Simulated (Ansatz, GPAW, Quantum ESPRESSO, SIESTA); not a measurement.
**Code comparison for MnO (Fm-3m, 4 atoms in the cell)**

Self-consistent single point.

```
CELL_PARAMETERS angstrom
      4.48040     2.24020     2.24020
      2.24020     4.48040     2.24020
      2.24020     2.24020     4.48040
ATOMIC_POSITIONS crystal
  Mn 0.00000 0.00000 0.00000
  Mn 0.50000 0.50000 0.50000
  O  0.25000 0.25000 0.25000
  O  0.75000 0.75000 0.75000
```
Moments meant for the start (each program seeds them in its own way; μB, in the order of the atoms Mn Mn O O): 5.0 -5.0 0.0 0.0.

Shared settings, as Ansatz (an electronic-structure program) writes them: kpoints.mp_grid.grid = 2 2 2; scf.occupations.method = fermi_dirac; scf.occupations.width = 0.05 eV. Potentials and cutoffs stand in the table.

| code | model | pressure (GPa) | gap on the mesh (eV) | cutoff |
|---|---|---|---|---|
| Ansatz | PBE, default PAW files | -4.00 | – | default |
| Quantum ESPRESSO | PBE, SSSP 1.1.2 efficiency (PBE) pseudopotentials | -3.38 | 0.731 | 55 Ry |
| SIESTA | GGA PBE, numerical atomic orbitals TZP, PseudoDojo PBE standard norm-conserving potentials (rewritten from UPF to PSML) | -4.49 | 0.878 | grid 350 Ry |
| GPAW | PBE, GPAW PAW datasets PBE (gpaw-data 1.0.1) | – | 0.646 | 900 eV |

A dash marks a value that a program does not give, or that is left out as unsure.

No gap is tabulated for Ansatz: it is not read from that output, or partly filled or unconverged empty levels leave it unsure.

Gaps are read on the mesh.

On Ansatz's run: the magnetic order is the one reached from the typed start; others were not searched systematically.

The spread over the programs that give each value: pressure within 1.11 GPa; gap on the mesh within 0.232 eV.

SIESTA uses small atom-centred bases, whose incompleteness enters pressures, forces and empty levels differently from a plane-wave cutoff. Ansatz's pressure is given at a fixed set of plane waves, as the other plane-wave codes print theirs; with its correction for the finite basis it is -3.39 GPa (the shift of 0.61 GPa shows how far the cutoff is from converged). The pressure of GPAW is left out: its cutoff lies under the one at which its stress was checked. In the gap, SIESTA (by 0.189) lies more than 0.12 eV from the median of the plane-wave programs.

On the base mesh (5 5 5) the same programs gave: Ansatz pressure -4.51 GPa; Quantum ESPRESSO pressure -3.92 GPa, gap on the mesh 0.849 eV; GPAW gap on the mesh 0.770 eV; SIESTA pressure -5.04 GPa, gap on the mesh 0.996 eV.

The values differ from the base mesh's, so the mesh still matters here: the table compares the programs at equal settings.

The starting cell has typed, rounded lattice constants, without a prior relaxation at this level. Its lattice was rescaled by a random factor within 2.5 % of one.

Left out of this page: ABINIT (with a known weakness of the program).

Keys are those of Ansatz 0.2.
